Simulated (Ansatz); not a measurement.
Point defects in GaAs

The reference is a 16-atom supercell of GaAs in the zinc blende structure (space group F-43m, No. 216; a = 5.667 Å) at its relaxed geometry.

One neutral defect a cell, atoms relaxed at fixed cell.

Calculations: r2SCAN (Ansatz, an electronic-structure program), no spin-orbit coupling.

```json
[
 {"case": "perfect supercell", "pressure": "0.0 GPa", "largest displacement of a host atom from its site in the perfect cell": "–"},
 {"case": "As interstitial (started 2.45 Å from the nearest host atom), symmetric start", "pressure": "6.6 GPa", "largest displacement of a host atom from its site in the perfect cell": "0.09 Å"},
 {"case": "Ga vacancy, symmetric start", "pressure": "-1.6 GPa", "largest displacement of a host atom from its site in the perfect cell": "0.06 Å"},
 {"case": "Li interstitial (started 2.45 Å from the nearest host atom), symmetric start", "pressure": "2.7 GPa", "largest displacement of a host atom from its site in the perfect cell": "0.06 Å"},
 {"case": "As interstitial (started 2.31 Å from the nearest host atom), symmetric start", "pressure": "4.6 GPa", "largest displacement of a host atom from its site in the perfect cell": "1.02 Å"},
 {"case": "H interstitial (started 2.31 Å from the nearest host atom), symmetric start", "pressure": "0.4 GPa", "largest displacement of a host atom from its site in the perfect cell": "0.02 Å"}
]
```

The magnetic state is the one reached from the starting moments; the real material's order can differ, and small cells can't hold many antiferromagnetic ones. In so small a cell the defect repeats every few ångströms: this is an ordered compound, not a dilute defect. A case with no gap was solved on a k-mesh chosen for an insulator, which is coarse for it. The defect started on the symmetric site and kept its symmetry, so it may sit on a saddle. Seeded moments were not kept for As interstitial (started 2.45 Å from the nearest host atom), Li interstitial (started 2.45 Å from the nearest host atom) and As interstitial (started 2.31 Å from the nearest host atom).
